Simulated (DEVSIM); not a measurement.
Structure: Cr/AlN/p-Ge capacitor, at 300 K.

```
layer (left to right)  material  thickness (nm)  Na (cm⁻³)
---------------------  --------  --------------  ---------
1                           AlN            28.0          -
2                            Ge           18000     5.5e14
```

Metal gate on the left, work function 4.5 eV. Fixed charge at the semiconductor interface 0 cm⁻² (in units of +e); interface traps 1.8e12 cm⁻² eV⁻¹, uniform in energy, neutral level at 0.5 of the gap above the valence band.

The device is made up for the run: typed textbook-type constants, with dimensions and the other settings drawn at random. Values at 300 K.

```csv
parameter,AlN,Ge
gap (eV),6.1,0.664
affinity (eV),1.9,4
permittivity,8.5,16
Nc (cm⁻³),-,1.04e19
Nv (cm⁻³),-,6e18
```

Simulated with DEVSIM: 1D Poisson equation in equilibrium, Boltzmann statistics, complete ionisation; no quantum confinement or tunnelling. Metal contacts follow the ideal Schottky-Mott rule: no Fermi-level pinning, no interface dipoles.

**Question.** Tabulate band edges, carrier densities and field at -1.4 V on the gate.

**Answer.** Energies count from the Fermi level of the right contact; mesh points crowd at the junctions.

| x (μm) | Ec (eV) | Ev (eV) | n (cm⁻³) | p (cm⁻³) | field (V/cm) |
|---|---|---|---|---|---|
| 0.000 | 4.000 | -2.100 | < 1e2 | < 1e2 | -440000 |
| 0.001951 | 3.913 | -2.187 | < 1e2 | < 1e2 | -440000 |
| 0.006901 | 3.694 | -2.406 | < 1e2 | < 1e2 | -440000 |
| 0.01772 | 3.214 | -2.886 | < 1e2 | < 1e2 | -440000 |
| 0.02593 | 2.850 | -3.250 | < 1e2 | < 1e2 | -440000 |
| 0.02795 | 2.761 | -3.339 | < 1e2 | < 1e2 | -440000 |
| 0.02994 | 0.633 | -0.031 | 2.4e8 | 1.8e18 | -100000 |
| 0.03887 | 0.580 | -0.084 | 1.8e9 | 2.4e17 | -37000 |
| 0.06010 | 0.533 | -0.131 | 1.1e10 | 3.8e16 | -14000 |
| 0.1188 | 0.485 | -0.179 | 7.3e10 | 6.0e15 | -4900 |
| 0.2811 | 0.445 | -0.219 | 3.4e11 | 1.3e15 | -1200 |
| 1.013 | 0.424 | -0.240 | 7.8e11 | 5.6e14 | -26 |
| 2.754 | 0.424 | -0.240 | 7.9e11 | 5.5e14 | ≈ 0 |
| 7.566 | 0.424 | -0.240 | 7.9e11 | 5.5e14 | ≈ 0 |
| 15.19 | 0.424 | -0.240 | 7.9e11 | 5.5e14 | ≈ 0 |
| 17.00 | 0.424 | -0.240 | 7.9e11 | 5.5e14 | ≈ 0 |
| 17.67 | 0.424 | -0.240 | 7.9e11 | 5.5e14 | ≈ 0 |
| 17.90 | 0.424 | -0.240 | 7.9e11 | 5.5e14 | ≈ 0 |
| 18.00 | 0.424 | -0.240 | 7.9e11 | 5.5e14 | ≈ 0 |
| 18.02 | 0.424 | -0.240 | 7.9e11 | 5.5e14 | ≈ 0 |
| 18.02 | 0.424 | -0.240 | 7.9e11 | 5.5e14 | ≈ 0 |
| 18.03 | 0.424 | -0.240 | 7.9e11 | 5.5e14 | ≈ 0 |
